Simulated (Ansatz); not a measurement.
## Cu under a change: uniaxial strain ε_zz = +3.00 %

Take Cu in the fcc (Cu type) structure (space group Fm-3m, No. 225; a = 3.577 Å; relaxed with 0.1 eV smearing) as the base. Axes: x, y, z lie along the cube axes.

The change: the cell is stretched by 3.00 % along z with no lateral relaxation; the atoms relax in the strained cell.

Computed with Kohn–Sham DFT with the r2SCAN functional, run in Ansatz (a first-principles code) with PAW and 500 eV plane waves, without spin-orbit coupling. k-mesh 32×32×32 (Γ-centred); smearing 0.1 eV (Fermi–Dirac).

| quantity | base | changed | shift |
|---|---|---|---|
| volume per atom | 11.44 Å³ | 11.78 Å³ | +0.34 Å³ |
| space group | Fm-3m (No. 225) | I4/mmm (No. 139) | – |
| shortest interatomic distance | 2.529 Å | 2.529 Å | 0.000 Å |
| energy relative to the base (free energy F) | 0 meV/atom | +6.2 meV/atom | +6.2 meV/atom |
| pressure (mean of the normal stresses, compression positive) | 0.0 GPa | -4.4 GPa | -4.4 GPa |
| band gap | zero | zero | – |
| stress (xx, yy, zz, yz, xz, xy; compression positive) | – | (-3.8, -3.8, -5.6, 0.0, 0.0, 0.0) GPa | – |

Final structure:

```xyz
1
Lattice="0.0000 1.7884 1.8420 1.7884 0.0000 1.8420 1.7884 1.7884 0.0000" Properties=species:S:1:pos:R:3 pbc="T T T"
Cu     0.0000     0.0000     0.0000
```

Cost of the whole job for the changed cell (relaxation, final SCF and bands): very roughly 120 core-seconds.

No phonon test of stability was made. The final runs are not spin-polarised.
